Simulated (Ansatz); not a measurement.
Consider GaAs in the zinc blende structure (space group F-43m, No. 216; a = 5.667 Å). Axes: x, y, z lie along the cube axes.

All numbers come from r2SCAN (Ansatz, an electronic-structure program), spin-orbit coupling left out.

Strains are applied to the cell and any free atomic positions relax; under biaxial strain the out-of-plane vector relaxes too.

One change was made to it. Results:

The energy rises by 1.2 meV/atom; the pressure (mean of the normal stresses, compression positive) goes from zero to 0.71 GPa.

Q: Which of these changes matches the shifts?
(A) isotropic strain −0.61 %
(B) tensor shear ε_xz = −0.70 %
(C) biaxial strain −0.83 %, plane normal [001], relaxed out of plane
(D) uniaxial strain ε_yy = −5.81 %

A: C, biaxial strain −0.83 %, plane normal [001], relaxed out of plane. For comparison, the pressure in the other runs: tensor shear ε_xz = −0.70 % gives 0.01 GPa; isotropic strain −0.61 % gives 1.39 GPa; uniaxial strain ε_yy = −5.81 % gives 4.89 GPa.

No phonon test of stability was made.
